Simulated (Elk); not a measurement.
Elk run on GaBi (F-43m, 2 atoms in the cell): self-consistent single point.

Level of theory: LDA (PW92), all-electron FP-LAPW, Elk's shipped species files, APW+lo basis with extra local orbitals run with Elk.

The change in words: lattice scaled by 0.98. Reference geometry:
```xyz
2
Lattice="0.0000 3.1827 3.1827 3.1827 0.0000 3.1827 3.1827 3.1827 0.0000" Properties=species:S:1:pos:R:3 pbc="T T T"
Ga     1.5913     1.5913     1.5913
Bi     0.0000     0.0000     0.0000
```

Reference input (self-consistent single point, DFT, LDA (PW92), all-electron FP-LAPW, Elk's shipped species files, APW+lo basis with extra local orbitals): rgkmax = 8; stype = 0; swidth = 0.00734986 Ha; ngridk = 12 12 12; gmaxvr = 16 1/bohr; nxlo = 2; lorbcnd = true; rmtscf = 0.94; lmaxi = 2; maxscl = 100. This run's input differs from it in these lines:

```diff
@@ -34,5 +34,5 @@
 avec
-    0.0000000000    3.1826650000    3.1826650000
-    3.1826650000    0.0000000000    3.1826650000
-    3.1826650000    3.1826650000    0.0000000000
+    0.0000000000    3.1190120000    3.1190120000
+    3.1190120000    0.0000000000    3.1190120000
+    3.1190120000    3.1190120000    0.0000000000
```

Output, abridged:

```
│ Self-consistent loop started │
│ Loop number : 1 │
 total energy                :     -23518.7423079
│ Loop number : 2 │
 total energy                :     -23518.7340348
RMS change in Kohn-Sham potential (target) :   0.4338736663E-01 (  0.1000000000E-05)
Absolute change in total energy (target)   :   0.8273067411E-02 (  0.1000000000E-03)
│ Loop number : 3 │
 total energy                :     -23518.7159399
RMS change in Kohn-Sham potential (target) :   0.4328398818E-01 (  0.1000000000E-05)
Absolute change in total energy (target)   :   0.2016319631E-01 (  0.1000000000E-03)
│ Loop number : 4 │
   [... lines left out ...]
Absolute change in total energy (target)   :   0.1224846928E-02 (  0.1000000000E-03)
│ Loop number : 13 │
 total energy                :     -23511.3822530
RMS change in Kohn-Sham potential (target) :   0.8709578286E-07 (  0.1000000000E-05)
Absolute change in total energy (target)   :   0.3005978469E-03 (  0.1000000000E-03)
│ Loop number : 14 │
 total energy                :     -23511.3822571
RMS change in Kohn-Sham potential (target) :   0.2460684316E-07 (  0.1000000000E-05)
Absolute change in total energy (target)   :   0.7105896657E-04 (  0.1000000000E-03)
Convergence targets achieved

│ Loop number : 15 │

Energies :
 Fermi                       :     0.177869334726
 total energy                :     -23511.3822565

Density of states at Fermi energy :    5.031864544
 (states/Hartree/unit cell)

Estimated indirect band gap :   0.3067013307E-02
 from k-point      5 to k-point     23
Estimated direct band gap   :   0.2270995511E-01
 at k-point     23

Charges :
 core                        :    86.00000000
 valence                     :    28.00000000
 interstitial                :    3.641965664
 muffin-tins (core leakage)
  species :    1 (Ga)
   atom    1                 :    29.38848770     (  0.1641566855E-02)
  species :    2 (Bi)
   atom    1                 :    80.96954664     (  0.1592039036E-02)
 total in muffin-tins        :    110.3580343
 total calculated charge     :    113.9924811
 total charge                :    114.0000000
 error                       :   0.7518896656E-02

│ Self-consistent loop stopped │
```

The run converged in 15 iterations. The count includes the last loop, which Elk runs after its targets are met. Against the reference run the total energy drops by 7.2 meV/atom.

The starting cell comes from a database of computed structures (which also holds hypothetical and non-ambient phases and stackings), without a prior relaxation at this level. For this run, on top of that: lattice scaled by 0.98. Spin-orbit coupling is off. Values depend on the basis (sphere radii, cutoffs, local orbitals), which need not be converged. The log's line on a gap gives a spacing of levels on this mesh, which the program prints for metals too.

Cost on one core of a shared machine: roughly 70 s.
